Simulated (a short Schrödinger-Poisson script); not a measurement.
From a short Schrödinger-Poisson script (our own, NumPy): 1D Poisson equation in equilibrium, electrons quantum, Hartree (BenDaniel-Duke, 40 states a valley, the channel's in-plane mass for all, wave functions free to enter the barrier), parabolic valleys, classical holes, donors ionised by Fermi statistics, acceptors fully, no traps, pinning or gate leakage.

Structure: gated Al0.33Ga0.67As/GaAs modulation-doped gas, at 77 K.

From the gate side: 30 nm Al0.33Ga0.67As; 30 nm Al0.33Ga0.67As, donors 9.2e17 cm⁻³; 20 nm Al0.33Ga0.67As; 6000 nm GaAs, acceptors 3e14 cm⁻³.

The device is made up for the run: typed textbook-type constants, with dimensions and the other settings drawn at random. Al0.33Ga0.67As: permittivity 11.96, conduction-band edge (eV) 0.261, gap (eV) 1.836, electron mass (mₑ) 0.0944, Nv at 300 K (cm⁻³) 9e18. GaAs: permittivity 12.9, conduction-band edge (eV) 0, gap (eV) 1.424, Nv at 300 K (cm⁻³) 9e18.

Channel valleys (confinement mass, in-plane density-of-states mass, number): Γ 0.067, 0.067, 1. At the gate the conduction-band edge of layer 1 lies 1.01 eV − eVg above the Fermi level of the channel; the field vanishes at the back. Donor level 0.02 eV below the band edge. The barrier under the gate holds no holes. Gaps are held at their typed values at every temperature. Mesh 0.08 nm at interfaces.

Problem. Give the sheet density of all electrons at Vg = -0.5 V (cm⁻²); the lowest subband against the Fermi level at Vg = 0.5 V (meV); the sheet density of all electrons at Vg = 0.5 V (cm⁻²).

Solution. sheet density of all electrons at Vg = -0.5 V (cm⁻²): 3.82e11; lowest subband against the Fermi level at Vg = 0.5 V (meV): -13.0; sheet density of all electrons at Vg = 0.5 V (cm⁻²): 4.32e11.
